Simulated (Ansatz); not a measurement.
## The (0001) surface of wurtzite CdSe, Cd-terminated, 2x2 with 3 H on 4 top atoms (bottom of the slab: 2 H on 4 bottom sites)

Level of theory: PBE (plane waves to 420 eV, PAW; Ansatz, a program for electronic structure).

Model: 37-atom slab, 15.0 Å thick at the start with caps and adatoms, 3x3x1 mesh, Fermi-Dirac 0.025 eV, dipole correction, 8 atoms held, the rest relaxed; held to the start's symmetry, so lower structures may exist; spin-polarised, ending with about 0.6 μB a cell, a value that depends on the mesh; orders that need a larger cell were not tried, no spin-orbit, no U. The slab shows no gap over 0.04 eV on its mesh. It is one candidate, not shown to be the stable structure of the face.

```
Property                                                 Value
-----------------------------  -------------------------------
work function of the top face                          6.74 eV
energy released by relaxation                          1.30 eV
cost                           around 110 core-minutes (rough)
```
